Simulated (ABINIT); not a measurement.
A self-consistent single point of NbH (Cmme, 4 atoms in the cell) with ABINIT.

Method: LDA (PW92), norm-conserving pseudopotentials (PseudoDojo nc-sr-04 LDA standard) (plane waves; ABINIT).

The change in words: lattice scaled by 0.98. Reference geometry:
```
CELL_PARAMETERS angstrom
      1.85422    -2.40469     0.00000
      1.85422     2.40469     0.00000
      0.00000     0.00000     4.82729
ATOMIC_POSITIONS crystal
  Nb 0.75000 0.25000 0.26884
  Nb 0.25000 0.75000 0.73116
  H  0.25000 0.25000 0.00000
  H  0.75000 0.75000 0.00000
```

Reference input (self-consistent single point, DFT, LDA (PW92), plane waves, norm-conserving pseudopotentials (PseudoDojo nc-sr-04 LDA standard)): pseudos = [Nb.upf, H.upf]; ecut = 41 Ha; ixc = 7; occopt = 7; tsmear = 0.136 eV; ngkpt = 11 11 7; nshiftk = 1; shiftk = 0 0 0; potentials = PseudoDojo nc-sr-04 LDA standard; nband = 19; kptopt = 1; nstep = 80. This run's input differs from it in these lines:

```diff
@@ -5,5 +5,5 @@
 rprim
-         1.8542230000   -2.4046870000    0.0000000000
-         1.8542230000    2.4046870000    0.0000000000
-         0.0000000000    0.0000000000    4.8272900000
+         1.8171390000   -2.3565930000    0.0000000000
+         1.8171390000    2.3565930000    0.0000000000
+         0.0000000000    0.0000000000    4.7307440000
 natom 4
@@ -13,6 +13,6 @@
 xcart
-         1.8542230000   -1.2023435000    1.2977686436
-         1.8542230000    1.2023435000    3.5295213564
-         0.9271115000    0.0000000000    0.0000000000
-         2.7813345000    0.0000000000    0.0000000000
+         1.8171390000   -1.1782965000    1.2718132170
+         1.8171390000    1.1782965000    3.4589307830
+         0.9085695000   -0.0000000000    0.0000000000
+         2.7257085000   -0.0000000000    0.0000000000
       Angstrom
```

Log, with long lists cut:

```
--- !BeginCycle
solver: {iscf: 7, nstep: 80, nline: 4, wfoptalg: 0, }
tolerances: {toldfe: 1.00E-09, }
...

     iter   Etot(hartree)      deltaE(h)  residm     vres2
 ETOT  1  -125.74702838547    -1.257E+02 1.377E-01 4.586E+02
 ETOT  2  -125.86269034196    -1.157E-01 3.486E-02 8.135E+01
 ETOT  3  -125.87414831755    -1.146E-02 8.376E-03 1.664E-01
 ETOT  4  -125.87418239376    -3.408E-05 4.839E-03 2.433E-03
 ETOT  5  -125.87418296330    -5.695E-07 2.333E-03 4.930E-04
 ETOT  6  -125.87418301957    -5.627E-08 4.423E-03 3.642E-06
 ETOT  7  -125.87418302070    -1.132E-09 1.445E-03 1.508E-08
 ETOT  8  -125.87418302078    -7.117E-11 2.042E-03 1.471E-08
 ETOT  9  -125.87418302079    -9.692E-12 7.561E-04 6.979E-11
 At SCF step    9, etot is converged :
  for the second time, diff in etot=  9.692E-12 < toldfe=  1.000E-09

 Cartesian components of stress tensor (hartree/bohr^3)
  sigma(1 1)=  1.03840922E-04  sigma(3 2)=  0.00000000E+00
  sigma(2 2)=  2.69288413E-05  sigma(3 1)=  0.00000000E+00
  sigma(3 3)=  2.82715472E-05  sigma(2 1)=  0.00000000E+00

 ----iterations are completed or convergence reached----

 reduced coordinates (array xred) for    4 atoms
       0.750000000000      0.250000000000      0.268840000008
       0.250000000000      0.750000000000      0.731159999992
       0.250000000000      0.250000000000      0.000000000000
       0.750000000000      0.750000000000      0.000000000000
 cartesian forces (eV/Angstrom) at end:
    1     -0.00000000000000     0.00000000000000     0.00068023804400
   [... lines left out ...]
 Fermi (or HOMO) energy (eV) =  13.66899   Average Vxc (eV)= -13.00645
   [... lines left out ...]
total_energy        : -1.25874183020786E+02
total_energy_eV     : -3.42521071224249E+03
band_energy         : -9.21625625619649E+00
...

-Cartesian components of stress tensor (GPa)         [Pressure= -1.5597E+00 GPa]
- sigma(1 1)=  3.05510487E+00  sigma(3 2)=  0.00000000E+00
- sigma(2 2)=  7.92273732E-01  sigma(3 1)=  0.00000000E+00
- sigma(3 3)=  8.31777497E-01  sigma(2 1)=  0.00000000E+00

 Calculation completed.
```

The run converged in 9 iterations. Against the reference run the free energy falls by 28.1 meV/atom, the pressure goes from -12.21 to -1.56 GPa and the largest force goes from 0.050 to 0.001 eV/Å.

The starting cell comes from a database of computed structures (which also holds hypothetical and non-ambient phases and stackings), without a prior relaxation at this level. Its lattice was rescaled by a random factor within 2.5 % of one. For this run, on top of that: lattice scaled by 0.98. Spin polarisation is off.

Cost on one core of a shared machine: roughly 8 min.
